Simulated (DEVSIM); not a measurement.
Structure: abrupt Ge n-p junction, at 400 K.

Layer 1 from the left is Ge, thickness (μm) 8.10, Nd (cm⁻³) 5.4e16, τn (s) 5.3e-5, τp (s) 5.3e-5. Layer 2 from the left is Ge, thickness (μm) 3.00, Na (cm⁻³) 6.2e16, τn (s) 5.3e-5, τp (s) 5.3e-5.

Left contact: ohmic. Right contact: ohmic. Voltage is applied to the left contact. Recombination: SRH at mid-gap, Auger. Mobility is μmin + (μ − μmin)/(1 + (N/Nref)^α).

Constants are typed, rounded textbook-type inputs, not results; the design itself was drawn at random and stands for no fabricated device. Values at 300 K; Nc and Nv go as T^1.5, mobilities as T to minus their exponent, the gap by Varshni's rule with the affinity fixed.

Ge: gap (eV) 0.664, affinity (eV) 4, permittivity 16, Nc (cm⁻³) 1.04e19, Nv (cm⁻³) 6e18, μn (cm²/Vs) 3900, μp (cm²/Vs) 1900, μn,min 150, μp,min 100, Nref,n 2.6e17, Nref,p 4e17, αn 0.56, αp 0.6, T exponent of μn 1.66, T exponent of μp 2.33, Cn (cm⁶/s) 1e-31, Cp (cm⁶/s) 1e-31, Varshni α (eV/K) 0.000477, Varshni β (K) 235.

Simulated with DEVSIM: 1D drift-diffusion, Boltzmann statistics, complete ionisation; no tunnelling, impact ionisation, image-force lowering or self-heating.

**Question.** What does the simulation give for the dark forward voltage at 100 A/cm², the potential step across the device at zero bias?

**Answer.** dark forward voltage at 100 A/cm² 0.157 V; potential step across the device at zero bias 0.255 V.
